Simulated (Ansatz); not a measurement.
System: PbSnS₂ (R-3m, No. 166, 4 atoms in the cell; start mp-1218952). Method: PBEsol (plane waves, PAW; Ansatz, an electronic-structure program).

Settings: plane-wave cutoff 520 eV, 10×10×10 k mesh, Fermi–Dirac smearing 0.01 eV, scalar-relativistic PAW data made under PBE.

Cell (relaxed at this level):

```xyz
4
Lattice="2.0587 1.1886 6.7269 -2.0587 1.1886 6.7269 0.0000 -2.3771 6.7269" Properties=species:S:1:pos:R:3 pbc="T T T"
Sn     0.0000     0.0000    10.0903
Pb     0.0000     0.0000     0.0000
S      0.0000     0.0000     4.9852
S      0.0000     0.0000    15.1954
```

**Question.** Predict the band gap, smallest direct gap on the k points sampled and direct gap at Γ.

**Answer.** 
* **band gap**: 0.23 eV
* **smallest direct gap on the k points sampled**: 0.28 eV
* **direct gap at Γ**: 0.32 eV

Spin–orbit coupling is not included; it can close the smallest gap of 0.23 eV.

Static lattice: no zero-point or thermal effects.

It cost roughly 26 core-seconds of CPU time.

A start named mp-… is a Materials Project structure, which need not be a measured phase.
